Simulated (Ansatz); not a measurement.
Bi₂Te₃ (model structure, started from the A-La2O3 type, P-3m1, No. 164, 5 atoms in the cell) was calculated with HSE06 in Ansatz (plane waves, PAW).

Run with plane-wave cutoff 460 eV, 6×6×2 k mesh (along the axes of the cell as run), Fermi–Dirac smearing 0.01 eV, scalar-relativistic PAW data made under PBE.

Cell (relaxed with PBEsol):

```
Bi2Te3
1.0
    4.35073     0.00000     0.00000
   -2.17537     3.76785     0.00000
    0.00000     0.00000    10.55320
Bi Te
2 3
Direct
  0.33333   0.66667   0.19207
  0.66667   0.33333   0.80793
  0.00000   0.00000   0.00000
  0.33333   0.66667   0.64394
  0.66667   0.33333   0.35606
```

**Question.** What does this level give for the band gap?

**Answer.** 
* **band gap**: 0.91 eV (on the SCF k mesh)

Note: the relaxation could raise the start's symmetry but not lower it, so the cell can be a saddle point; cell and atoms aren't relaxed at this level (largest force component 0.17 eV/Å, pressure 0.9 GPa).

Spin–orbit coupling is not included; with these elements it can move the gap by several tenths of an eV or more.

Computed values are for the static lattice.

A model structure was made by putting elements into a prototype or built by hand; it is no filed structure, need not be a known phase, and can be a saddle point held by its symmetry.

Ansatz is a first-principles code.
